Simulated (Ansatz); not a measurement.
## What pressure 18 GPa does to MoS2

The reference is MoS₂ in the 2H-MoS2 type structure (space group P6_3/mmc, No. 194; a = 3.149 Å, c = 12.092 Å; layered, stacked along the Cartesian z axis).

One thing is altered: cell and atoms relaxed at a pressure of 18 GPa.

All numbers come from Ansatz (a program for electronic structure) PBE-D3(BJ), without spin-orbit coupling, earlier PAW set. Settings: 12×12×3 k-points, 0.05 eV Fermi–Dirac smearing.

```tsv
quantity	base	changed	shift
volume per atom	17.31 Å³	14.52 Å³	-2.79 Å³
density	5.12 g/cm³	6.10 g/cm³	+0.98 g/cm³
lattice parameter a	314.9 pm	302.4 pm	-12.5 pm
c/a ratio	3.839	3.636	-0.203
shortest interatomic distance	240.0 pm	235.2 pm	-4.74 pm
enthalpy H = E + PV relative to the base's energy	–	+1.75 eV/atom	–
band gap	0.78 eV	zero	–
```

Final structure:

```
CELL_PARAMETERS angstrom
      3.02446     0.00000     0.00000
     -1.51223     2.61926     0.00000
      0.00000     0.00000    10.99657
ATOMIC_POSITIONS crystal
  Mo 0.33333 0.66667 0.25000
  Mo 0.66667 0.33333 0.75000
  S  0.33333 0.66667 0.60669
  S  0.66667 0.33333 0.10669
  S  0.66667 0.33333 0.39331
  S  0.33333 0.66667 0.89331
```

Cost of the whole job for the changed cell (relaxation, final SCF and bands): roughly 80 core-seconds.

Load acts through the strain it causes; cell and atoms are relaxed under it. Whether these cells are dynamically stable was not tested. No other phases were tried under pressure. All final runs are without spin polarisation. A zero or small gap of MoS2 under pressure 18 GPa can be the functional's error rather than a property of the material.
